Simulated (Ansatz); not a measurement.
Start from IrO2 (space group Pa-3, No. 205; a cell from a computed database, its experimental status unchecked).

```
IrO2
1.0
    4.86280     0.00000     0.00000
    0.00000     4.86280     0.00000
    0.00000     0.00000     4.86280
Ir O
4 8
Direct
  0.50000   0.50000   0.00000
  0.00000   0.50000   0.50000
  0.00000   0.00000   0.00000
  0.50000   0.00000   0.50000
  0.15073   0.84927   0.34927
  0.84927   0.15073   0.65073
  0.34927   0.15073   0.84927
  0.65073   0.84927   0.15073
  0.65073   0.65073   0.65073
  0.34927   0.34927   0.34927
  0.84927   0.34927   0.15073
  0.15073   0.65073   0.84927
```

Level of theory: PBEsol (Ansatz, a quantum-chemistry and plane-wave program, PAW, no spin-orbit coupling).

For the base:

```
Quantity           Value
---------------  -------
Volume per atom  9.58 Å³
```

Perturbation: a hydrostatic pressure of 0.7 GPa.

Q: What happens to the volume per atom?

A: The volume per atom drops by 0.02 Å³, from 9.58 Å³ to 9.56 Å³.

Load acts through the strain it causes; cell and atoms are relaxed under it. Whether these cells are dynamically stable was not tested. No Hubbard U is applied, and correlation can decide whether such a compound is a metal. The final runs are not spin-polarised.
